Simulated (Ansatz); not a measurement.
## Effect of isotropic strain −1.50 % on CdTe

Base system: CdTe in the zinc blende structure (space group F-43m, No. 216; a = 6.489 Å).

Perturbation: every lattice vector is shortened by 1.50 %, atoms relaxed at fixed cell.

Method: PBEsol (Ansatz, a quantum-chemistry and plane-wave program; PAW; 420 eV plane waves; without spin-orbit coupling). k-mesh 9×9×9 (Γ-centred); smearing 0.05 eV (Fermi–Dirac).

The volume per atom drops by 1.51 Å³ (34.15 Å³ → 32.64 Å³) and the space group is still F-43m (No. 216). The shortest interatomic distance drops by 0.042 Å, from 2.810 Å to 2.768 Å and the energy grows by 9.6 meV/atom. The pressure goes up by 2.09 GPa to 2.10 GPa and the band gap grows by 0.13 eV (0.65 eV → 0.78 eV). The gap character remains direct at Γ and the mean gap deformation potential ΔEg/Δln V amounts to -3.0 eV. The width of the top valence band increases by 0.20 eV to 2.41 eV and the electron mass goes from 0.055 mₑ (at Γ) to 0.063 mₑ (at Γ). The hole mass (degenerate bands, along [100]) becomes 0.064, 0.47, 0.47 mₑ (at Γ) (base: 0.056, 0.51, 0.51 mₑ (at Γ)) and the valley order (the lowest conduction-band minima on the path, energy above the VBM, named in the base's zone) becomes Γ 0.78 eV; L along ⟨111⟩ 1.78 eV (base: Γ 0.65 eV; L along ⟨111⟩ 1.74 eV).

Final structure:

```
CELL_PARAMETERS angstrom
      0.00000     3.19569     3.19569
      3.19569     0.00000     3.19569
      3.19569     3.19569     0.00000
ATOMIC_POSITIONS crystal
  Cd 0.00000 0.00000 0.00000
  Te 0.25000 0.25000 0.25000
```

With Te present, leaving out spin-orbit coupling can change the band edges. Effective masses come from finite differences of ±0.01 Å⁻¹. Stability against distortions was not tested.
